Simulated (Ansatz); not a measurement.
## Pressure series in SiC

Take SiC (space group P6_3mc, No. 186; a = 3.0941 Å, c = 10.1292 Å) as the base.

Cell and atoms are relaxed at each pressure.

Calculations: Ansatz (a program for electronic structure) PBE, no spin-orbit coupling, earlier PAW set.

```csv
pressure (GPa),volume per atom (Å³/atom)
-2,10.598
-1,10.547
0,10.498
0.9,10.454
2.1,10.397
4.5,?
9,10.095
15,9.864
30,9.377
```

Q: Fit the third-order Birch–Murnaghan form P(V) = (3B₀/2)[(V₀/V)^(7/3) − (V₀/V)^(5/3)]·[1 + (3/4)(B₀′ − 4)((V₀/V)^(2/3) − 1)] (squares taken in P) to the rows shown and predict the withheld row.

A: Least squares on the printed values gives V₀ = 10.498 Å³/atom, B₀ = 214 GPa, B₀′ = 3.9; this predicts 10.287 Å³/atom, and the run gives 10.287 Å³/atom, in agreement.

Load acts through the strain it causes; cell and atoms are relaxed under it. No phonon test of stability was made. No other phases were tried under pressure.
